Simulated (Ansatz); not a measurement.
Given:

```xyz
6
Lattice="3.1493 0.0000 0.0000 -1.5747 2.7274 0.0000 0.0000 0.0000 12.2345" Properties=species:S:1:pos:R:3 pbc="T T T"
Mo     1.5747     0.9091     9.1759
Mo     0.0000     1.8183     3.0586
S      1.5747     0.9091     4.6261
S      0.0000     1.8183    10.7433
S      0.0000     1.8183     7.6085
S      1.5747     0.9091     1.4912
```

No spin polarisation.

Level of theory: PBE-D3(BJ) (Ansatz, an electronic-structure program), spin-orbit coupling left out. Settings: 12×12×3 k-points, 0.05 eV Fermi–Dirac smearing.

Task: Predict the valence-band top at Γ and band gap.

Result: The valence-band top at Γ (three highest levels, from the VBM) comes out as 0.00, -1.17, -1.23 eV. The band gap is 0.85 eV.

The cells carry an imposed strain or load. Whether these cells are dynamically stable was not tested. The cell was made from MoS₂ (space group P6_3/mmc, No. 194; layered, stacked along the Cartesian z axis) by this change: uniaxial strain ε_zz = +1.20 %.
